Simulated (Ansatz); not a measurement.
ZrSi2: pressure series

The parent structure is ZrSi₂ (space group Cmcm, No. 63; a = 3.704 Å, b = 14.792 Å, c = 3.679 Å).

Cell and atoms are relaxed at each pressure.

The values are results of PBE (Ansatz, a program for electronic structure; PAW; 420 eV plane waves; without spin-orbit coupling), not measurements.

Notes on the quantities. enthalpy: H = E + PV relative to the base's energy.

| variant | enthalpy | volume per atom |
|---|---|---|
| base | – | 16.80 Å³ |
| pressure −2 GPa | -0.21 eV/atom | … |
| pressure −1 GPa | -0.11 eV/atom | 16.94 Å³ |
| pressure 0.9 GPa | +0.09 eV/atom | 16.68 Å³ |
| pressure 2.1 GPa | +0.22 eV/atom | … |
| pressure 4.5 GPa | +0.46 eV/atom | 16.24 Å³ |
| pressure 9 GPa | +0.91 eV/atom | 15.76 Å³ |
| pressure 15 GPa | +1.49 eV/atom | 15.21 Å³ |
| pressure 22.5 GPa | +2.19 eV/atom | … |
| pressure 30 GPa | +2.86 eV/atom | … |

Task: Some entries are withheld; estimate them.

Result: 
- pressure −2 GPa, volume per atom: 17.08 Å³
- pressure 2.1 GPa, volume per atom: 16.53 Å³
- pressure 22.5 GPa, volume per atom: 14.63 Å³
- pressure 30 GPa, volume per atom: 14.13 Å³

Load acts through the strain it causes; cell and atoms are relaxed under it. No phonon test of stability was made. Competing high-pressure phases were not computed. All final runs are without spin polarisation.
